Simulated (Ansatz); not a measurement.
Take InSb in the zinc blende structure (space group F-43m, No. 216; a = 6.519 Å) as the base.

It is then changed as follows: cell and atoms relaxed at a pressure of 22.5 GPa.

Levels (all Ansatz, a quantum-chemistry and plane-wave program, PAW): PBEsol (420 eV, scalar-relativistic without spin-orbit coupling); r2SCAN (500 eV, spin-orbit coupling left out); HSE06 (420 eV, without spin-orbit coupling).

At the geometry relaxed with PBEsol, these levels gave the following band gaps, in shuffled order: (a) 1.23 eV, (b) 0.66 eV, (c) 0.97 eV.

Q: Match each gap to its level.

A: (a) HSE06; (b) PBEsol; (c) r2SCAN.

Single points use the geometry relaxed with PBEsol. HSE06 was sampled on its mesh, a few special points and the semilocal edge points, so its gap is an upper bound. Spin-orbit coupling, missing from the scalar runs, can matter with Sb. Load acts through the strain it causes; cell and atoms are relaxed under it. No phonon test of stability was made. Tetrahedral semiconductors of this kind turn to denser phases somewhere between about 1 and 50 GPa; those were not computed, so compressed cells here can lie past the real transition. All final runs are without spin polarisation.
